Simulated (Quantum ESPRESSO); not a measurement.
Troubleshooting Quantum ESPRESSO: a failed run on ZnPd3 (Pm-3m, 4 atoms in the cell). The aim is a self-consistent single point with DFT, PBEsol, plane waves, GBRV 1.5 ultrasoft (PBESOL) pseudopotentials.

Cell that was meant: a = 3.9575 Å, b = 3.9575 Å, c = 3.9575 Å, α = 90.00°, β = 90.00°, γ = 90.00°.

Part of the input:

```fortran
/
&SYSTEM
  ibrav = 0
  nat = 5
  ntyp = 2
  ecutwfc = 50
  ecutrho = 400
```

The program printed (abridged):

```
     This program is part of the open-source Quantum ESPRESSO suite
     for quantum simulation of materials; please cite

 %%%%%%%%%%%%%%%%%%%%%%%%%%%%%%%%%%%%%%%%%%%%%%%%%%%%%%%%%%%%%%%%%%%%%%%%%%%%%%
     Error in routine read_cards (5):
     wrong number of columns in ATOMIC_POSITIONS
 %%%%%%%%%%%%%%%%%%%%%%%%%%%%%%%%%%%%%%%%%%%%%%%%%%%%%%%%%%%%%%%%%%%%%%%%%%%%%%

     stopping ...
```

From the messages shown, name the fault and mend the input.

The fault is an atom count that does not match the list of atoms; here the program stops on it instead of giving results. To fix it, make the count match the list. The program stopped before any SCF iteration.

The sound input it was made from differs as follows (other fixes are possible):
```diff
-  nat = 5
+  nat = 4
```

With that input, the run converged in 12 iterations: free energy E − TS -14384.4800 eV; Fermi level (on the code's own zero) 16.10 eV; pressure -12.55 GPa (DFT, PBEsol, plane waves, GBRV 1.5 ultrasoft (PBESOL) pseudopotentials).

On the sound input: the starting cell comes from a database of computed structures (which also holds hypothetical and non-ambient phases and stackings), without a prior relaxation at this level. Its lattice was rescaled by a random factor within 2.5 % of one. Spin polarisation is off. With a pressure of about -13 GPa the cell is away from its equilibrium volume at this level.
